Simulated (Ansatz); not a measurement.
Base system: SnTe in the rock salt structure (space group Fm-3m, No. 225; a = 6.4093 Å).

Levels (all Ansatz, a quantum-chemistry and plane-wave program, PAW, earlier PAW set): PBE (420 eV, no SOC); HSE06 (420 eV, no spin-orbit coupling).

The geometry is relaxed with PBE.

- PBE lowest conduction level above the VBM at special points: L 0.05 eV; W 0.86 eV; X 2.39 eV; Γ 3.25 eV

With HSE06 at the same geometry, the lowest conduction level above the VBM at special points becomes L 0.30 eV; W 1.14 eV; X 2.65 eV; Γ 3.79 eV (PBE: L 0.05 eV; W 0.86 eV; X 2.39 eV; Γ 3.25 eV).

Single points use the geometry relaxed with PBE. HSE06 gaps are upper bounds (no full band path). The levels and masses belong to the bands next to the band gap. No phonon test of stability was made.
